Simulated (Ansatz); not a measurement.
The reference is ZnS in the zinc blende structure (space group F-43m, No. 216).

```xyz
2
Lattice="0.0000 2.7217 2.7217 2.7217 0.0000 2.7217 2.7217 2.7217 0.0000" Properties=species:S:1:pos:R:3 pbc="T T T"
Zn     0.0000     0.0000     0.0000
S      1.3609     1.3609     1.3609
```

Level of theory: PBE/PAW in Ansatz (an electronic-structure program), scalar-relativistic without spin-orbit coupling.

Strains are applied to the cell and any free atomic positions relax.

One change was made to it. Results:

```csv
quantity,base,after
pressure,0.01 GPa,-1.00 GPa
energy relative to the base (free energy F),0 meV/atom,+1.0 meV/atom
"valley order (the lowest conduction-band minima on the path, energy above the VBM, named in the base's zone)",Γ 2.02 eV; L along ⟨111⟩ 3.26 eV; X along ⟨100⟩ 3.45 eV,Γ 1.95 eV; L along ⟨111⟩ 3.23 eV; X along ⟨100⟩ 3.48 eV
electron mass,0.17 mₑ (at Γ),0.16 mₑ (at Γ)
```

Question: What was done to the base?
(A) isotropic strain −2.50 %
(B) isotropic strain −2.00 %
(C) isotropic strain +3.00 %
(D) isotropic strain −3.00 %
(E) isotropic strain +0.50 %

Answer: E, isotropic strain +0.50 %. For comparison, the valley order in the other runs: isotropic strain −2.50 % gives Γ 2.35 eV; X along ⟨100⟩ 3.27 eV; L along ⟨111⟩ 3.41 eV; isotropic strain −2.00 % gives Γ 2.28 eV; X along ⟨100⟩ 3.31 eV; L along ⟨111⟩ 3.38 eV; isotropic strain +3.00 % gives Γ 1.64 eV; L along ⟨111⟩ 3.08 eV; X along ⟨100⟩ 3.63 eV; isotropic strain −3.00 % gives Γ 2.42 eV; X along ⟨100⟩ 3.23 eV; L along ⟨111⟩ 3.43 eV.

The levels and masses belong to the bands next to the band gap. Effective masses come from finite differences of ±0.01 Å⁻¹. Stability against distortions was not tested.
